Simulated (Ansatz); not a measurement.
## BP (model structure, started from the BeO type, P4₂/mnm, No. 136, 8 atoms in the cell)

Level of theory: r²SCAN+rVV10 (PAW; Ansatz, a quantum-chemistry and plane-wave program).

Numerical settings: plane-wave cutoff 560 eV, 6×6×10 k mesh (along the axes of the cell as run), Fermi–Dirac smearing 0.01 eV, scalar-relativistic PAW data made under PBE.

Cell (relaxed at this level):

```
CELL_PARAMETERS angstrom
      5.54323     0.00000     0.00000
      0.00000     5.54323     0.00000
      0.00000     0.00000     3.19342
ATOMIC_POSITIONS crystal
  B  0.32160 0.67840 0.00000
  B  0.67840 0.32160 0.00000
  B  0.82160 0.82160 0.50000
  B  0.17840 0.17840 0.50000
  P  0.31917 0.31917 0.00000
  P  0.68083 0.68083 0.00000
  P  0.18083 0.81917 0.50000
  P  0.81917 0.18083 0.50000
```

```json
{
  "band_gap": "0.50 eV (on the SCF k mesh)"
}
```

Note: the relaxation could raise the start's symmetry but not lower it, so the cell can be a saddle point.

A model structure was made by putting elements into a prototype or built by hand; it is no filed structure, need not be a known phase, and can be a saddle point held by its symmetry.
